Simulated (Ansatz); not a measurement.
The reference is CdSe in the wurtzite structure (space group P6_3mc, No. 186; a = 4.3829 Å, c = 7.1547 Å).

One thing is altered: a negative pressure, −2 GPa.

Levels (all Ansatz, a first-principles code, PAW, earlier PAW set): PBE (420 eV, scalar-relativistic without spin-orbit coupling); r2SCAN (500 eV, no spin-orbit coupling); HSE06 (420 eV, scalar-relativistic without spin-orbit coupling); PBE+SOC (420 eV, spin-orbit coupling included).

At the geometry relaxed with PBE, these levels gave the following band gaps, in shuffled order: (a) 0.31 eV, (b) 0.90 eV, (c) 1.33 eV, (d) 0.43 eV.

**Question.** Match each gap to its level.

**Answer.** (a) PBE+SOC; (b) r2SCAN; (c) HSE06; (d) PBE.

Single points use the geometry relaxed with PBE. Differences between runs with and without spin-orbit coupling are approximate. Load acts through the strain it causes; cell and atoms are relaxed under it. Whether these cells are dynamically stable was not tested.
